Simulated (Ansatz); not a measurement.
Start from CdSe in the zinc blende structure (space group F-43m, No. 216).

```xyz
2
Lattice="0.0000 3.0666 3.0666 3.0666 0.0000 3.0666 3.0666 3.0666 0.0000" Properties=species:S:1:pos:R:3 pbc="T T T"
Cd     0.0000     0.0000     0.0000
Se     1.5333     1.5333     1.5333
```

Cartesian axes are those of the cell as printed.

Method: plane-wave PAW DFT at the r2SCAN level (Ansatz, an electronic-structure program, 500 eV), spin-orbit coupling left out.

For the base:

| Property | Value |
|---|---|
| Electron mass | 0.093 mₑ (at Γ) |
| Pressure | 0.01 GPa |
| Gap character | direct at Γ |

It is then changed as follows: compressive biaxial strain of 0.42 % in the plane normal to [111], as in epitaxy on a mismatched substrate; the out-of-plane cell vector and the atoms relax.

Question: What happens to the electron mass?

Answer: The electron mass changes from 0.093 mₑ (at Γ) to 0.094 mₑ (at Γ).

Question: What happens to the out-of-plane strain?

Answer: The out-of-plane strain is +0.39 %.

Question: Estimate the effect on the pressure.

Answer: The pressure (mean of the normal stresses, compression positive) grows by 0.23 GPa, from 0.01 GPa to 0.24 GPa.

Question: What does the calculation give for the gap character after the change?

Answer: The gap character stays direct at Γ.

Masses are band curvatures over ±0.01 Å⁻¹ around the edge. No phonon test of stability was made. k-point labels follow each cell's own Brillouin zone.
